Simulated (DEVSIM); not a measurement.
# illuminated Si p-on-n cell, one wavelength

System: illuminated Si p-on-n cell, one wavelength, at 300 K.

```tsv
layer (left to right)	material	thickness (μm)	Nd (cm⁻³)	Na (cm⁻³)	τn (s)	τp (s)	absorption coefficient (cm⁻¹)
1	Si	0.110	-	2.9e18	4.7e-5	4.9e-5	290
2	Si	200	4.3e15	-	0.00083	0.00083	290
```

Left contact: ohmic, minority electron recombination velocity 300 cm/s. Right contact: ohmic, minority hole recombination velocity 90000 cm/s. Voltage is applied to the left contact. Recombination: SRH at mid-gap, radiative, Auger. Gap narrowing is on: ΔEg = 6.92 meV × (l + √(l² + 0.5)), l = ln(N/1.3e17 cm⁻³), shared equally by both band edges. Light enters at the left, 6.3e18 photons cm⁻² s⁻¹, one pass, no reflection. Mobility is constant in doping.

This is a model device: material constants are rounded textbook-type values typed into the input, and sizes, dopings and lifetimes were drawn at random. Values at 300 K.

| parameter | Si |
|---|---|
| gap (eV) | 1.124 |
| affinity (eV) | 4.05 |
| permittivity | 11.7 |
| Nc (cm⁻³) | 2.86e19 |
| Nv (cm⁻³) | 3.1e19 |
| μn (cm²/Vs) | 1417 |
| μp (cm²/Vs) | 470 |
| B (cm³/s) | 4.7e-15 |
| Cn (cm⁶/s) | 2.8e-31 |
| Cp (cm⁶/s) | 9.9e-32 |

Simulated with DEVSIM: 1D drift-diffusion, Boltzmann statistics, complete ionisation; no tunnelling, impact ionisation, image-force lowering or self-heating.

```json
{
 "potential_step_across_the_device_at_zero_bias": "0.813 V",
 "largest_field_in_the_device_at_zero_bias": "75000 V/cm",
 "Dark forward voltage at 1 A/cm²": "0.706 V",
 "Dark forward voltage at 100 A/cm²": "0.922 V",
 "short_circuit_current": "868 mA/cm²",
 "open_circuit_voltage": "0.694 V",
 "fill_factor": "0.82",
 "largest_power": "494 mW/cm²",
 "share_of_generated_pairs_collected_at_short_circuit": "0.862"
}
```

Small-signal capacitance in reverse bias (quasi-static):

| V (V) | C (nF/cm²) |
|---|---|
| -0.04 | 21.8 |
| -0.1 | 21.0 |
| -0.2 | 19.7 |
| -0.3 | 18.7 |
| -0.4 | 17.8 |
| -0.6 | 16.4 |
| -0.8 | 15.3 |
| -1 | 14.4 |
| -1.3 | 13.2 |
| -1.6 | 12.3 |
| -2 | 11.4 |

Current under light (generator sign):

| V (V) | J (mA/cm²) |
|---|---|
| 0.00 | 868 |
| 0.10 | 868 |
| 0.20 | 868 |
| 0.32 | 868 |
| 0.42 | 867 |
| 0.54 | 862 |
| 0.56 | 857 |
| 0.58 | 846 |
| 0.60 | 822 |
| 0.62 | 775 |
| 0.64 | 688 |
| 0.66 | 532 |
| 0.68 | 267 |
| 0.70 | -162 |
